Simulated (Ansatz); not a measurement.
## Effect of biaxial strain −0.38 %, plane normal [001], relaxed out of plane on GaSb

Take GaSb in the zinc blende structure (space group F-43m, No. 216; a = 6.134 Å) as the base. Axes: x, y, z lie along the cube axes.

Now apply this change: compressive biaxial strain of 0.38 % in the plane normal to [001], as in epitaxy on a mismatched substrate; the out-of-plane cell vector and the atoms relax.

Method: Ansatz (a program for electronic structure) r2SCAN, no spin-orbit coupling, earlier PAW set. k-mesh 13×13×13 (Γ-centred); smearing 0.05 eV (Fermi–Dirac).

The space group changes from F-43m (No. 216) to I-4m2 (No. 119) and the energy is nearly the same. The pressure (mean of the normal stresses, compression positive) goes from zero to 2.4 kbar and the band gap goes up by 0.02 eV to 0.43 eV. The gap character is still direct at Γ and the electron mass changes from 0.023 mₑ (at Γ) to 0.026 mₑ out of plane, 0.024 mₑ in plane (at Γ). The valence-band top at Γ (three highest levels, from the VBM) changes from 0.00, 0.00, 0.00 eV to 0.00, 0.00, -0.04 eV and the valley order (the lowest conduction-band minima on the path, energy above the VBM, named in the base's zone) changes from Γ 0.41 eV; L along ⟨111⟩ 0.68 eV; a point along ⟨100⟩, about 0.9 Å⁻¹ from Γ 1.10 eV to Γ 0.43 eV; L along [111] 0.68 eV; a point along [010], about 0.9 Å⁻¹ from Γ 1.06 eV; a point along [001], about 0.9 Å⁻¹ from Γ 1.12 eV. The out-of-plane strain is +0.32 % and the mean in-plane stress (compression positive) amounts to +0.4 GPa.

Cost of the whole job for the changed cell (relaxation, final SCF and bands): roughly 3 core-minutes.

Spin-orbit coupling, missing from the scalar runs, can matter with Sb. Masses are band curvatures over ±0.01 Å⁻¹ around the edge. No phonon test of stability was made. k-point labels follow each cell's own Brillouin zone.
